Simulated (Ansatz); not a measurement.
The starting structures come from a database of crystals and need not be the phases stable at ambient conditions.

Evanescent states of Cs₂PtC₂ (P-3m1, not sure to be the ambient phase, 5 atoms a cell, 29.3 Å³ an atom) along the normal of (111)

These are r2SCAN (plane waves, PAW; Ansatz, an electronic-structure program) values and carry that method's errors.

The gap is the functional's own. No spin-orbit coupling. Mid-gap values are interpolated on the energy grid.

Energies count from the valence-band top; κ is the least over a 4×4 mesh across the current.

```json
[
 {"E (eV)": "0.04", "κ (1/Å)": "0.071", "where": "Γ"},
 {"E (eV)": "0.12", "κ (1/Å)": "0.118", "where": "Γ"},
 {"E (eV)": "0.20", "κ (1/Å)": "0.146", "where": "Γ"},
 {"E (eV)": "0.28", "κ (1/Å)": "0.165", "where": "Γ"},
 {"E (eV)": "0.36", "κ (1/Å)": "…", "where": "Γ"},
 {"E (eV)": "0.44", "κ (1/Å)": "…", "where": "Γ"},
 {"E (eV)": "0.52", "κ (1/Å)": "…", "where": "Γ"},
 {"E (eV)": "0.60", "κ (1/Å)": "…", "where": "off Γ"},
 {"E (eV)": "0.68", "κ (1/Å)": "…", "where": "off Γ"},
 {"E (eV)": "0.76", "κ (1/Å)": "…", "where": "off Γ"},
 {"E (eV)": "0.84", "κ (1/Å)": "…", "where": "off Γ"},
 {"E (eV)": "0.92", "κ (1/Å)": "…", "where": "off Γ"},
 {"E (eV)": "1.00", "κ (1/Å)": "…", "where": "off Γ"},
 {"E (eV)": "1.08", "κ (1/Å)": "0.145", "where": "off Γ"},
 {"E (eV)": "1.16", "κ (1/Å)": "0.123", "where": "off Γ"},
 {"E (eV)": "1.24", "κ (1/Å)": "0.092", "where": "off Γ"},
 {"E (eV)": "1.32", "κ (1/Å)": "0.036", "where": "off Γ"}
]
```

### Question
What belongs in the gaps?

### Answer

- 0.36, κ (1/Å): 0.179
- 0.44, κ (1/Å): 0.189
- 0.52, κ (1/Å): 0.196
- 0.60, κ (1/Å): 0.199
- 0.68, κ (1/Å): 0.199
- 0.76, κ (1/Å): 0.195
- 0.84, κ (1/Å): 0.187
- 0.92, κ (1/Å): 0.176
- 1.00, κ (1/Å): 0.162
